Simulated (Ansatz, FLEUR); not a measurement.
An Ansatz (a quantum-chemistry and plane-wave program) input for a self-consistent single point of Zr (P6_3/mmc, 4 atoms in the cell) (DFT, PBE, plane waves, default PAW files):

Ansatz 0.2 input:
```yaml
crystal:
  lattice:
    - [3.159450, 0.000000, 0.000000]
    - [-1.579726, 2.736165, 0.000000]
    - [0.000000, 0.000000, 10.165555]
  atoms:
    - { symbol: Zr, position_ang: [0.000000, 0.000000, 0.000000] }
    - { symbol: Zr, position_ang: [0.000000, 0.000000, 5.082777] }
    - { symbol: Zr, position_ang: [-0.000002, 1.824111, 2.541389] }
    - { symbol: Zr, position_ang: [1.579726, 0.912054, 7.624166] }
basis:
  ecutwfc: 420.0
kpoints:
  mp_grid:
    grid: [11, 11, 3]
hamiltonian:
  xc: pbe
  pseudopotentials:
    kind: paw
scf:
  occupations:
    method: gaussian
    width: 0.1
output:
  forces: true
  eigenvalues: true
  stress: true
```

**Question.** Give the FLEUR input for the same structure, mesh, smearing and functional.

**Answer.** This is the input that was run; spellings and numerical settings could be chosen otherwise.

Input of the input generator:

```
Zr
&input film=f /
5.9704963370 0.0000006821 0.0000000000
-2.9852487592 5.1706011600 0.0000000000
0.0000000000 0.0000000000 19.2101148548
1.0
1.0 1.0 1.0

4
40 0.0000000000 0.0000000000 -0.0000000000
40 0.0000000000 0.0000000000 0.5000000000
40 0.3333333333 0.6666666667 0.2500000000
40 0.6666666667 0.3333333333 0.7500000000

&comp jspins=1 /
&kpt div1=11 div2=11 div3=3 /
&end /
```

```xml
<?xml version="1.0" encoding="UTF-8" standalone="no"?>
<fleurInput fleurInputVersion="0.39">
   <comment>
      Zr                                                                                                  
   </comment>
   <calculationSetup>
      <cutoffs Kmax="3.8" Gmax="13.3" GmaxXC="13.3" numbands="0"/>
      <scfLoop itmax="100" minDistance="0.00001" maxIterBroyd="99" imix="Anderson" alpha="0.05" precondParam="0.0" spinf="2.0"/>
      <coreElectrons ctail="T" frcor="F" kcrel="0" coretail_lmax="0"/>
      <xcFunctional name="pbe" relativisticCorrections="F"/>
      <magnetism jspins="1"/>
      <soc l_soc="F" theta="0.0" phi="0.0" spav="F"/>
      <expertModes spex="0" secvar="F"/>
      <geometryOptimization l_f="T" forcealpha="1.0" forcemix="BFGS" epsdisp="0.00001" epsforce="0.00001"/>
      <ldaU l_linMix="F" mixParam="0.05" spinf="1.0"/>
   </calculationSetup>
   <cell>
      <bzIntegration valenceElectrons="48.0" mode="gauss" fermiSmearingEnergy="0.00367493">
         <kPointListSelection listName="default-1"/>
         <!-- k-points included here -->
         <xi:include xmlns:xi="http://www.w3.org/2001/XInclude" href="kpts.xml"> </xi:include>
      </bzIntegration>
      <!-- symmetry operations included here -->
      <xi:include xmlns:xi="http://www.w3.org/2001/XInclude" href="sym.xml"> </xi:include>
      <bulkLattice scale="1.0">
         <bravaisMatrix>
            <row-1>    5.9704963370000002     0.0000006821000000     0.0000000000000000</row-1>
            <row-2>   -2.9852487592000001     5.1706011600000004     0.0000000000000000</row-2>
            <row-3>    0.0000000000000000     0.0000000000000000    19.2101148548000005</row-3>
         </bravaisMatrix>
      </bulkLattice>
   </cell>
   <atomSpecies>
      <species name="Zirconium (Zr)" element="Zr" atomicNumber="40">
         <mtSphere radius="2.68" gridPoints="925" logIncrement="0.014"/>
         <atomicCutoffs lmax="10" lnonsphr="8"/>
         <electronConfig flipSpins="F">
            <coreConfig>(1s1/2) (2s1/2) (2p1/2) (2p3/2) (3s1/2) (3p1/2) (3p3/2) (3d3/2) (3d5/2)</coreConfig>
            <valenceConfig>(4s1/2) (4p1/2) (4p3/2) (5s1/2) (4d3/2) (4d5/2)</valenceConfig>
            <stateOccupation state="(4d3/2)" spinUp="0.4" spinDown="0.4"/>
            <stateOccupation state="(4d5/2)" spinUp="0.6" spinDown="0.6"/>
         </electronConfig>
         <energyParameters s="5" p="5" d="4" f="4"/>
         <lo type="SCLO" l="0" n="4" eDeriv="0"/>
         <lo type="SCLO" l="1" n="4" eDeriv="0"/>
      </species>
   </atomSpecies>
   <atomGroups>
      <atomGroup species="Zirconium (Zr)">
         <relPos label="                   1">.0000000000 .0000000000 .0000000000</relPos>
         <relPos label="                   2">.0000000000 .0000000000 1.000/2.000</relPos>
         <force calculate="T" relaxXYZ="TTT"/>
      </atomGroup>
      <atomGroup species="Zirconium (Zr)">
         <relPos label="                   3">1.000/3.000 -1.000/3.000 1.000/4.000</relPos>
         <relPos label="                   4">-1.000/3.000 1.000/3.000 -1.000/4.000</relPos>
         <force calculate="T" relaxXYZ="TTT"/>
      </atomGroup>
   </atomGroups>
   <output dos="F" band="F" slice="F">
      <checks vchk="F" cdinf="F"/>
      <bandDOS minEnergy="-.5*Htr" maxEnergy="0.5*Htr" sigma="0.015" storeEVData="T"/>
      <vacuumDOS vacdos="F" integ="F" star="F" nstars="0" locx1="0.0" locy1="0.0" locx2="0.0" locy2="0.0" nstm="0" tworkf="0.0"/>
      <unfoldingBand unfoldBand="F" supercellX="1" supercellY="1" supercellZ="1"/>
      <plotting iplot="0" polar="F">
         <plot TwoD="T" vec1="  1.0  0.0  0.0" vec2="  0.0  1.0  0.0" vec3="  0.0  0.0  1.0" zero="  0.0  0.0  0.0" file="plot"/>
      </plotting>
      <chargeDensitySlicing numkpt="0" minEigenval="0.0" maxEigenval="0.0" nnne="0" pallst="F"/>
      <specialOutput eonly="F"/>
      <magneticCircularDichroism mcd="F" energyLo="-10.0" energyUp="0.0"/>
   </output>
  <!-- We include the file relax.xml here to enable relaxations (see documentation) -->
  <xi:include xmlns:xi="http://www.w3.org/2001/XInclude" href="relax.xml"> <xi:fallback/> </xi:include>
</fleurInput>
```

Basis settings and potentials, where a program has them, do not carry over. This input uses DFT, PBE, all-electron FLAPW (FLEUR), scalar-relativistic valence.

The starting cell was generated: these elements placed on a structure prototype, without a prior relaxation; it need not be a known phase or ordering of this composition. Its lattice was rescaled by a random factor within 2.5 % of one. For this run, on top of that: lattice scaled by 0.98.
